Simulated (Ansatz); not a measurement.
TiO2: pressure series

The reference is TiO₂ in the anatase structure (space group I4_1/amd, No. 141; a = 3.739 Å, c = 9.455 Å).

Cell and atoms are relaxed at each pressure.

Computed with LDA/PAW in Ansatz (a quantum-chemistry and plane-wave program), no SOC.

Two rows of this table had their results exchanged by mistake.

```json
[
 {"pressure": "pressure −2 GPa", "volume per atom (Å³)": "11.13", "shortest distance (Å)": "1.917", "band gap": "2.10 eV"},
 {"pressure": "pressure −1 GPa", "volume per atom (Å³)": "11.07", "shortest distance (Å)": "1.914", "band gap": "2.09 eV"},
 {"pressure": "pressure 0.9 GPa", "volume per atom (Å³)": "10.77", "shortest distance (Å)": "1.901", "band gap": "2.04 eV"},
 {"pressure": "pressure 2.1 GPa", "volume per atom (Å³)": "10.90", "shortest distance (Å)": "1.906", "band gap": "2.06 eV"},
 {"pressure": "pressure 4.5 GPa", "volume per atom (Å³)": "10.97", "shortest distance (Å)": "1.909", "band gap": "2.08 eV"},
 {"pressure": "pressure 9 GPa", "volume per atom (Å³)": "10.53", "shortest distance (Å)": "1.891", "band gap": "1.98 eV"},
 {"pressure": "pressure 15 GPa", "volume per atom (Å³)": "10.23", "shortest distance (Å)": "1.881", "band gap": "1.89 eV"},
 {"pressure": "pressure 22.5 GPa", "volume per atom (Å³)": "9.89", "shortest distance (Å)": "1.869", "band gap": "1.78 eV"},
 {"pressure": "pressure 30 GPa", "volume per atom (Å³)": "9.59", "shortest distance (Å)": "1.859", "band gap": "1.68 eV"}
]
```

**Question.** Which two?

**Answer.** The rows for pressure 0.9 GPa and pressure 4.5 GPa: the volume has to fall steadily with pressure, so 10.97 Å³ belongs to pressure 0.9 GPa and 10.77 Å³ to pressure 4.5 GPa.

Load acts through the strain it causes; cell and atoms are relaxed under it. Stability against distortions was not tested. Competing high-pressure phases were not computed. The final runs are not spin-polarised.
